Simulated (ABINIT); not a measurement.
Input and output of a self-consistent single point for CdF2 (Fm-3m, 3 atoms in the cell) (ABINIT)

Level of theory: PBE, PAW (JTH v2.0 PBE PAW) (plane waves; ABINIT 10.0.3).

This input was run:

```
# CdF2, JTH v2.0 PBE PAW
pp_dirpath "./"
pseudos "Cd.GGA_PBE-JTH.xml, F.GGA_PBE-JTH.xml"
acell 7.2023236679 7.2023236679 7.2023236679
rprim
         0.0000000000    0.7071067812    0.7071067812
         0.7071067812    0.0000000000    0.7071067812
         0.7071067812    0.7071067812   -0.0000000000
natom 3
ntypat 2
znucl 48 9
typat 1 2 2
xcart
         0.0000000000    0.0000000000    0.0000000000
         1.3475000000    1.3475000000    1.3475000000
         4.0425000000    4.0425000000    4.0425000000
      Angstrom
ecut 24
pawecutdg 48
pawxcdev 0
occopt 3
tsmear 0.00183747
nband 18
kptopt 1
ngkpt 7 7 7
nshiftk 1
shiftk 0 0 0
nstep 80
toldfe 1.0e-09
prtwf 0
prtden 0
```

Output, abridged:

```
 Symmetries : space group Fm -3 m (#225); Bravais cF (face-center cubic)

 -outvars: echo values of preprocessed input variables --------
            acell      7.2023236679E+00  7.2023236679E+00  7.2023236679E+00 Bohr
             ecut      2.40000000E+01 Hartree
              ixc     -101130
         kptrlatt        7    0    0      0    7    0      0    0    7
          kptrlen      5.04162657E+01
            natom           3
            nband          18
            ngfft          32      32      32
          ngfftdg          48      48      48
             nkpt          20
            nstep          80
             nsym          48
           ntypat           2
           occopt           3
        pawecutdg      4.80000000E+01 Hartree
         pawxcdev           0
            rprim      0.0000000000E+00  7.0710678120E-01  7.0710678120E-01
                       7.0710678120E-01  0.0000000000E+00  7.0710678120E-01
                       7.0710678120E-01  7.0710678120E-01 -0.0000000000E+00
          spgroup         225
           toldfe      1.00000000E-09 Hartree
           tsmear      1.83747000E-03 Hartree
            typat      1  2  2
           useylm           1
             xred      0.0000000000E+00  0.0000000000E+00  0.0000000000E+00
                       2.5000000000E-01  2.5000000000E-01  2.5000000000E-01
                       7.5000000000E-01  7.5000000000E-01  7.5000000000E-01
            znucl       48.00000    9.00000

== DATASET  1 ==================================================================

 Real(R)+Recip(G) space primitive vectors, cartesian coordinates (Bohr,Bohr^-1):
 R(1)=  0.0000000  5.0928119  5.0928119  G(1)= -0.0981776  0.0981776  0.0981776
 R(2)=  5.0928119  0.0000000  5.0928119  G(2)=  0.0981776 -0.0981776  0.0981776
 R(3)=  5.0928119  5.0928119  0.0000000  G(3)=  0.0981776  0.0981776 -0.0981776
 Unit cell volume ucvol=  2.6418181E+02 bohr^3
 Angles (23,13,12)=  6.00000000E+01  6.00000000E+01  6.00000000E+01 degrees

 Coarse grid specifications (used for wave-functions):

 getcut: wavevector=  0.0000  0.0000  0.0000  ngfft=  32  32  32
         ecut(hartree)=     24.000   => boxcut(ratio)=   2.01468

 Fine grid specifications (used for densities):

 getcut: wavevector=  0.0000  0.0000  0.0000  ngfft=  48  48  48
         ecut(hartree)=     48.000   => boxcut(ratio)=   2.13689

   9.68869928E+02                                ecore*ucvol(ha*bohr**3)

_setup2: Arith. and geom. avg. npw (full set) are    1485.222    1485.198

--- !BeginCycle
solver: {iscf: 17, nstep: 80, nline: 4, wfoptalg: 10, }
tolerances: {toldfe: 1.00E-09, }
...

     iter   Etot(hartree)      deltaE(h)  residm     nres2
 ETOT  1  -96.300452483558    -9.630E+01 3.851E-01 2.575E+01
 ETOT  2  -96.410674347236    -1.102E-01 8.133E-02 1.022E+01
 ETOT  3  -96.404823598017     5.851E-03 1.468E-02 6.418E-01
 ETOT  4  -96.405176231525    -3.526E-04 4.292E-02 9.876E-02
 ETOT  5  -96.405221520484    -4.529E-05 2.851E-02 3.335E-03
 ETOT  6  -96.405240078639    -1.856E-05 2.811E-02 4.660E-04
 ETOT  7  -96.405247483689    -7.405E-06 4.118E-02 2.365E-05
 ETOT  8  -96.405248325064    -8.414E-07 1.620E-02 3.243E-06
 ETOT  9  -96.405248363123    -3.806E-08 3.771E-02 1.414E-07
 ETOT 10  -96.405248365605    -2.482E-09 1.073E-02 1.205E-09
 ETOT 11  -96.405248365621    -1.626E-11 1.968E-02 6.623E-11
 ETOT 12  -96.405248365622    -1.194E-12 6.633E-03 7.853E-12

 At SCF step   12, etot is converged :
  for the second time, diff in etot=  1.194E-12 < toldfe=  1.000E-09

 Cartesian components of stress tensor (hartree/bohr^3)
  sigma(1 1)= -1.58784035E-04  sigma(3 2)=  0.00000000E+00
  sigma(2 2)= -1.58784035E-04  sigma(3 1)=  0.00000000E+00
  sigma(3 3)= -1.58784035E-04  sigma(2 1)=  0.00000000E+00

 ----iterations are completed or convergence reached----

 reduced coordinates (array xred) for    3 atoms
       0.000000000000      0.000000000000      0.000000000000
       0.250000000000      0.250000000000      0.250000000000
       0.750000000000      0.750000000000      0.750000000000
 cartesian forces (eV/Angstrom) at end:
    1      0.00000000000000    -0.00000000000000     0.00000000000000
    2     -0.00000000000000    -0.00000000000000    -0.00000000000000
    3      0.00000000000000     0.00000000000000     0.00000000000000
 frms,max,avg= 8.6713238E-30 1.4160212E-29   0.000E+00  0.000E+00  0.000E+00 e/A
 length scales=  7.202323667900  7.202323667900  7.202323667900 bohr
              =  3.811305533941  3.811305533941  3.811305533941 angstroms
 Fermi (or HOMO) energy (hartree) =   0.10685   Average Vxc (hartree)=  -0.36566
 Eigenvalues (hartree) for nkpt=  20  k points:
 kpt#   1, nband= 18, wtk=  0.00292, kpt=  0.0000  0.0000  0.0000 (reduced coord)
  -0.71589   -0.67565   -0.15704   -0.15704   -0.15704   -0.11283   -0.11283    0.01276
   0.01276    0.01276    0.03086    0.03086    0.03086    0.16164    0.51474    0.51474
   0.51474    0.75649
      occupation numbers for kpt#   1
   2.00000    2.00000    2.00000    2.00000    2.00000    2.00000    2.00000    2.00000
   2.00000    2.00000    2.00000    2.00000    2.00000    0.00000    0.00000    0.00000
   0.00000    0.00000
 prteigrs : prtvol=0 or 1, do not print more k-points.

--- !EnergyTerms
comment             : Components of total free energy in Hartree
kinetic             :  3.22395010413299E+01
hartree             :  2.38455523181695E+01
xc                  : -9.94650564980387E+00
Ewald energy        : -7.29351956253531E+01
psp_core            :  3.66743623124822E+00
local_psp           : -7.54796974326054E+01
spherical_terms     :  2.20366156450806E+00
internal            : -9.64052475525068E+01
'-kT*entropy'       :  2.03276001478587E-15
total_energy        : -9.64052475525068E+01
total_energy_eV     : -2.62332019726959E+03
...

-Cartesian components of stress tensor (GPa)         [Pressure=  4.6716E+00 GPa]
- sigma(1 1)= -4.67158681E+00  sigma(3 2)=  0.00000000E+00
- sigma(2 2)= -4.67158681E+00  sigma(3 1)=  0.00000000E+00
- sigma(3 3)= -4.67158681E+00  sigma(2 1)=  0.00000000E+00

 Calculation completed.
```

The run converged in 12 iterations.

The starting cell has typed, rounded lattice constants, without a prior relaxation at this level. With a pressure of about 5 GPa the cell is away from its equilibrium volume at this level.

Cost on one core of a shared machine: roughly 40 s.
